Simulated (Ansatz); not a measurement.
Base system: BAs in the zinc blende structure (space group F-43m, No. 216).

```
BAs
1.0
    0.00000     2.39193     2.39193
    2.39193     0.00000     2.39193
    2.39193     2.39193     0.00000
B As
1 1
Cartesian
  0.00000   0.00000   0.00000
  1.19596   1.19596   1.19596
```

Cartesian axes are those of the cell as printed.

Computed with r2SCAN (Ansatz, a program for electronic structure; PAW; 500 eV plane waves; spin-orbit coupling left out).

Before the change:

The valley order is a point along ⟨100⟩, about 1.0 Å⁻¹ from Γ 1.38 eV and the smallest direct gap comes out as 3.44 eV.

The change: biaxial strain −2.00 %, plane normal [001], relaxed out of plane (Cartesian); in-plane vectors clamped, the third vector and the atoms free.

Q: What does the calculation give for the valley order after the change?

A: The valley order (the lowest conduction-band minima on the path, energy above the VBM, named in the base's zone) goes from a point along ⟨100⟩, about 1.0 Å⁻¹ from Γ 1.38 eV to a point along [010], about 1.0 Å⁻¹ from Γ 1.11 eV; a point along [001], about 1.0 Å⁻¹ from Γ 1.52 eV.

Q: Estimate the effect on the smallest direct gap.

A: The smallest direct gap decreases by 0.133 eV, from 3.44 eV to 3.30 eV.

No phonon test of stability was made.
